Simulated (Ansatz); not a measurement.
The starting structures come from a database of crystals and need not be the phases stable at ambient conditions.

Tunnelling through a barrier is set by its complex band structure: the current falls as exp(−2κd) with the smallest κ.

Given:

```
CELL_PARAMETERS angstrom
      5.96129     0.00000     0.00000
      0.00000     5.94493     0.00000
      2.98065     2.97246     5.62828
ATOMIC_POSITIONS crystal
  Be 0.75000 0.00000 0.00000
  Be 0.25000 0.00000 0.00000
  I  0.38087 0.10649 0.23827
  I  0.61913 0.89351 0.76173
  I  0.11913 0.34476 0.76173
  I  0.88087 0.65524 0.23827
```

Space group of this cell: Ibam. The cell was relaxed by PBE-D3(BJ); by r2SCAN its mean pressure is 1.0 GPa.

Transport runs along the normal of the first two printed cell vectors.

No gap correction and no spin-orbit coupling; mid-gap values are interpolated between computed energies.

Task: Give the band gap and the smallest decay constant κ at mid-gap that r2SCAN run with Ansatz (a quantum-chemistry and plane-wave program) yields.

Result: Gap 4.24 eV on a 6×6×6 mesh; κ = 0.326 1/Å, at the zone centre.
